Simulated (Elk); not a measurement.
Input and output of a self-consistent single point for BaMgVO₃ (Cm, 6 atoms in the cell) (Elk).

Method of the run: PBEsol+U, all-electron FP-LAPW, Elk's shipped species files, default APW+lo basis in Elk.

```
BaMgVO3
1.0
    2.84941    -2.83472     0.00000
    2.84941     2.83472     0.00000
   -2.14750     0.00000     5.24492
Ba Mg V O
1 1 1 3
Direct
  0.87790   0.87790   0.04801
  0.18936   0.18936   0.65507
  0.58320   0.58320   0.42256
  0.12025   0.63893   0.53844
  0.63893   0.12025   0.53844
  0.34034   0.34034   0.03082
```
Moments meant for the start (each program seeds them in its own way; μB, in the order of the atoms Ba Mg V O O O): 0.0 0.0 2.0 0.0 0.0 0.0.

Reference input (self-consistent single point, DFT, PBEsol, all-electron FP-LAPW, Elk's shipped species files, default APW+lo basis): xctype = 22; spinpol = true; stype = 0; swidth = 0.00999582 Ha; ngridk = 4 4 3; reducebf = 0.8; rmtscf = 0.87; nempty = 10 per atom; maxscl = 100. This run's input differs from it in these lines:

```diff
@@ -26,2 +26,6 @@
   100
+
+dft+u
+  1 1
+  3 2  0.220496  0.000000
```

Output (repeated stretches shortened):

```
│ Self-consistent loop started │
│ Loop number : 1 │
 total energy                :     -9518.47970929
 total moment                :    2.997508566
│ Loop number : 2 │
 total energy                :     -9518.82638774
 total moment                :    3.000106904
RMS change in Kohn-Sham potential (target) :    1.510034956     (  0.1000000000E-05)
Absolute change in total energy (target)   :   0.3466784493     (  0.1000000000E-03)
│ Loop number : 3 │
 total energy                :     -9518.68333504
 total moment                :    3.000546999
RMS change in Kohn-Sham potential (target) :    1.495852118     (  0.1000000000E-05)
   [... lines left out ...]
│ Loop number : 98 │
 total energy                :     -9509.67388086
 total moment                :    1.002789662
RMS change in Kohn-Sham potential (target) :   0.7231227564E-04 (  0.1000000000E-05)
Absolute change in total energy (target)   :   0.2925221252E-03 (  0.1000000000E-03)
│ Loop number : 99 │
 total energy                :     -9509.67107436
 total moment                :    1.002832172
RMS change in Kohn-Sham potential (target) :   0.1738079060E-03 (  0.1000000000E-05)
Absolute change in total energy (target)   :   0.2879637395E-02 (  0.1000000000E-03)
│ Loop number : 100 │
Reached self-consistent loops maximum

Energies :
 Fermi                       :     0.333794294544
 xc effective B-field        :    -0.802705671467E-01
 external B-field            :      0.00000000000
 DFT+U                       :     0.202947382189
 total energy                :     -9509.67051135
 (external B-field energy excluded from total)

   [... lines left out ...]
Density of states at Fermi energy :    1.545950535
Estimated indirect band gap :   0.2566603034E-01
Estimated direct band gap   :   0.3913382208E-01
   [... lines left out ...]
   atom    2                 :    7.034381700     (  0.1644052954E-06)
   atom    3                 :    7.001079877     (  0.1638052984E-06)
 total in muffin-tins        :    105.1323894
 total calculated charge     :    115.0137436
 total charge                :    115.0000000
 error                       :   0.1374364942E-01

Moments :
 interstitial                :   0.1252962633
 muffin-tins
  species :    1 (Ba)
   atom    1                 :  -0.1077320301E-01
  species :    2 (Mg)
   atom    1                 :   0.1275142756E-02
  species :    3 (V)
   atom    1                 :   0.8705897874
  species :    4 (O)
   atom    1                 :   0.7028540254E-02
   atom    2                 :   0.7028540254E-02
   atom    3                 :   0.2383610221E-02
 total in muffin-tins        :   0.8775324179
 total moment                :    1.002828681

│ Self-consistent loop stopped │
```

The run ended unconverged after 100 iterations. 

The starting cell comes from a database of computed structures (which also holds hypothetical and non-ambient phases and stackings), without a prior relaxation at this level. Values depend on the basis (sphere radii, cutoffs, local orbitals), which need not be converged.

Cost on one core of a shared machine: roughly 10 min.
